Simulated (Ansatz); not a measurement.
For SnTe2 (model structure, started from the CdCl2 type, R-3m, No. 166, 3 atoms in the cell), LDA in Ansatz (PAW) gives:

- equilibrium lattice constant a = 4.107 Å
- c axis length = 18.234 Å
- cohesive energy = 3.61 eV/atom

Question: What does PBE-D3(BJ) in Ansatz (plane waves, PAW) give for the same quantities?

Answer: 
- lattice constant a: 4.147 Å (increases by 1.0 %)
- lattice parameter c: 18.445 Å (rises by 1.2 %)
- cohesive energy: 3.18 eV/atom (falls by 0.43 eV/atom)

Changes are worked out from the printed values.

Unless a cell is named, each level is at its own relaxed cell (LDA 29.60, PBE-D3(BJ) 30.52 Å³/atom).

Levels without +SOC leave out spin–orbit coupling, which shifts energies and cells of such heavy elements.

Ansatz's density-functional and Hartree–Fock values are scalar-relativistic unless marked +SOC, with PAW data made under PBE.

A model structure was made by putting elements into a prototype or built by hand; it is no filed structure, need not be a known phase, and can be a saddle point held by its symmetry.

Ansatz is a first-principles code.
